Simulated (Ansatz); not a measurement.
Take BeTe in the zinc blende structure (space group F-43m, No. 216; a = 5.554 Å) as the base.

All numbers come from Ansatz (an electronic-structure program) LDA, no SOC.

Base values:

- Valley order = X along ⟨100⟩ 1.79 eV; L along ⟨111⟩ 3.18 eV

Now apply this change: every lattice vector is stretched by 3.00 %; the atoms relax in the strained cell.

Task: What happens to the valley order?

Result: The valley order (the lowest conduction-band minima on the path, energy above the VBM, named in the base's zone) changes from X along ⟨100⟩ 1.79 eV; L along ⟨111⟩ 3.18 eV to X along ⟨100⟩ 1.99 eV; L along ⟨111⟩ 2.93 eV; Γ 3.36 eV.

Task: What happens to the energy relative to the base?

Result: The energy increases by 32 meV/atom.

Task: Estimate the effect on the mean gap deformation potential ΔEg/Δln V.

Result: The mean gap deformation potential ΔEg/Δln V amounts to +2.3 eV.

Spin-orbit coupling, missing from the scalar runs, can matter with Te. Whether these cells are dynamically stable was not tested.
